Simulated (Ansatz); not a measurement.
The reference is KZnF3 in the cubic perovskite structure (space group Pm-3m, No. 221; a = 4.052 Å).

All numbers come from Kohn–Sham DFT with the PBEsol functional, run in Ansatz (a quantum-chemistry and plane-wave program) with PAW and 420 eV plane waves, scalar-relativistic without spin-orbit coupling.

For the base:

| Quantity | Result |
|---|---|
| Electron mass | 0.44 mₑ (at Γ) |
| Pressure | 0.01 GPa |

Now apply this change: an isotropic linear strain of +1.20 %, atoms relaxed at fixed cell.

### Question
Predict the new mean gap deformation potential ΔEg/Δln V, electron mass and pressure.

### Answer
The mean gap deformation potential ΔEg/Δln V comes out as -2.5 eV; the electron mass stays 0.44 mₑ (at Γ); the pressure drops by 2.625 GPa, from 0.01 GPa to -2.62 GPa.

Effective masses come from finite differences of ±0.01 Å⁻¹. No phonon test of stability was made. Many cubic perovskites are stable only at high temperature; tilts and polar distortions were not tested.
